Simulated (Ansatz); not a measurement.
Amorphous Hf$_{18}$O$_{37}$Na$_{2}$

Preparation: random packing, a CHGNet melt and quench, and a DFT relaxation. O atoms were pushed apart under 1.9 Å during the dynamics, to hinder bonds among them. The hot cell started wider than the set density and was brought back towards it in steps. It is the lowest in DFT energy of 2 quenches. It is a model cell: composition and starting density were chosen by hand, and all elements were melted together. No dispersion term was used.

Methods: PBE, scalar-relativistic without spin-orbit coupling (Ansatz, a first-principles code); r2SCAN, scalar-relativistic without spin-orbit coupling (Ansatz); HSE06, scalar-relativistic without spin-orbit coupling (Ansatz). Geometry, pressure, stress and energy are those of the PBE run. Its sampling: a 2×2×2 Γ-centred mesh; Fermi-Dirac width 0.02 eV; no spin polarisation. Other functionals are single points at the zone centre (r2SCAN at 500 eV; exact exchange cut at the cell's faces), free to take moments where seeds were set. At PBE the levels at the filled edge of the gap are localised (band-tail or defect states), and the nearest spread-out levels lie 4.2 eV apart at the zone centre.

The number of atoms in the cell is 57 and the density (held, not predicted) comes out as 8.64 g/cm^3. The volume per atom is 12.99 Å³. The pressure on a 2×2×2 Γ-centred mesh is 5.7 kbar. The largest force and stress component on that mesh (the relaxation ran on the zone centre alone) comes out as 0.12 eV/Å and 0.6 GPa and the level gap on a 2×2×2 Γ-centred mesh (PBE) comes out as 3.74 eV. The level gap at the zone centre (PBE) is 3.83 eV, the level gap at the zone centre (r2SCAN) is 4.28 eV and the level gap at the zone centre (HSE06) is 5.36 eV.

Neighbours within Hf-Hf 3.34 Å, Hf-O 2.72 Å, Hf-Na 3.50 Å, O-O 1.58 Å, O-Na 2.78 Å, Na-Na 3.65 Å count as bonded. Two cations that share two anions don't count as bonded, nor two that share one unless they lie closer than Hf-Hf 3.25 Å, Hf-Na 3.40 Å, Na-Na 3.55 Å.

```json
{
  "Mean coordination of Hf by anions": "6.22 (3 with 5, 8 with 6, 7 with 7); 3 close contacts or bonds to cations besides",
  "Mean coordination of O": "3.32 (25 with 3, 12 with 4)",
  "Mean coordination of Na by anions": "5.50 (1 with 5, 1 with 6); 3 close contacts or bonds to cations besides",
  "Mean Hf-O bond": "2.145 Å (spread 0.141 Å, 112 counted)",
  "Mean O-Na bond": "2.468 Å (spread 0.147 Å, 11 counted)"
}
```

Its density started from a set value of 8.64 g/cm³. The quench (nominally 450 K/ps over its main leg) was far faster than any real one, so the model tends to hold more defects than a real film. A cell of this size samples the disorder only roughly. The volume was held where the preparation left it and the shape relaxed, at a PBE pressure of 0.6 GPa. Stress components on the final sampling reach 0.6 GPa.
